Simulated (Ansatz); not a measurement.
```xyz
3
Lattice="3.6032 0.0000 0.0000 -1.8016 3.1205 0.0000 0.0000 0.0000 5.6077" Properties=species:S:1:pos:R:3 pbc="T T T"
Sn     0.0000     0.0000     0.0000
S      0.0000     2.0803     1.4822
S      1.8016     1.0402     4.1255
```

All values below come from PBEsol+D3BJ with spin-orbit coupling, rigid bands (plane waves, PAW; Ansatz, a program for electronic structure). Condition of this run: biaxial stress xx = yy = 1 GPa (compression positive) (the target of the relaxation). Geometry: cell and atoms relaxed with PBEsol+d3bj, then loaded as said.

Q: Predict the electron conductivity mass (n e² τ/σ) at 300 K, by direction if it differs.

A: 0.34 mₑ.

Q: What conductivity effective mass do dilute holes have at 300 K?

A: 2.5 (x), 2.5 (y), 0.28 (z) mₑ.

Q: And the band gap?

A: 1.02 eV at this level; semilocal functionals usually fall short of the measured gap.

Rigid bands, one relaxation time for all states, no polarons. Geometry: cell and atoms relaxed with PBEsol+D3(BJ).

PBEsol with a dispersion correction tends to overbind, so the cell can be several per cent short, in bad cases over ten, which usually narrows a gap: SnS2 under load (space group P-3m1).
